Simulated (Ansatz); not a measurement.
An Ansatz (an electronic-structure program) input (HSE06 (Ansatz, PAW, spin-orbit coupling left out)):

Ansatz 0.2 input:
```yaml
crystal:
  lattice:
    - [3.6781623321, 0, 0]
    - [-1.8390811661, 3.1853820189, 0]
    - [0, 0, 9.6779196674]
  atoms:
    - { symbol: S, position: [0, 0, 0.707307807] }
    - { symbol: S, position: [0.3333333333, 0.6666666667, 0.4214578088] }
    - { symbol: S, position: [0.6666666667, 0.3333333333, 0.1389679824] }
    - { symbol: Ca, position: [0, 0, 0.9909285667] }
    - { symbol: Be, position: [0.3333333333, 0.6666666667, 0.6366554825] }
    - { symbol: Be, position: [0.6666666667, 0.3333333333, 0.3546823527] }
basis: { ecutwfc: 420, ecutrho_ratio: 4, xc_grid: 2, fft_grid_basis: typed }
kpoints: { mp_grid: { grid: [6, 6, 2] } }
hamiltonian:
  xc: hse06
  dispersion: none
  pseudopotentials: { kind: paw }
scf: { occupations: { method: fermi_dirac, width: 0.01 } }
output: { eigenvalues: true, eigenstates: { kpoints: [[0, 0, 0.5], [0.5, 0, 0], [0, 0, 0], [0.5, 0, 0.5]] } }
```

Which symmetry and how many k-points will the program report, and about how many plane waves at Γ?

Space group P3m1 (ITA 156) with 6 operations, k-points 14 of 72, and 2217 plane waves at Γ.

Single points use the geometry relaxed with r2SCAN. HSE06 gaps are upper bounds (no full band path). Whether these cells are dynamically stable was not tested. The cell was made from BeS by this change: x(Ca) = 0.333, 6 atoms, P3m1.
